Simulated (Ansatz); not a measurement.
Formation energy of the bound charge states of Mg on the B site + N vacancy (Mg_B+V_N) in zinc-blende BN (start: the B site; N 1.57 Å away; 64-site cell, 2×2×2 shifted sampling) against the Fermi level, B-rich (Δμ(B) = 0.00 eV, Δμ(N) = -2.35 eV, Δμ(Mg) = -0.70 eV, bounded by MgB4 (Pnma); only phases computed here count, gases as isolated molecules at 0 K). Method: PBE, PAW (plane waves to 420 eV; Ansatz, a program for electronic structure).

Details: 64-site cell; 2×2×2 shifted k-points; host gap 4.46 eV; charged states image-corrected; not converged in cell size; flagged in the runs: a strain field that reaches the edge of the cell.

Left out: charge +2 (level within 0.1 eV of a band edge or past it).

```csv
E_F − E_VBM (eV),q = +1,q = 0
0.00,5.53,5.94
0.56,6.09,5.94
1.12,6.65,5.94
1.67,7.21,5.94
2.23,7.76,5.94
2.79,8.32,5.94
3.35,8.88,5.94
3.90,9.44,5.94
4.46,10.00,5.94
```

Crossings of the lowest lines: (+1/0) at 0.41 eV.
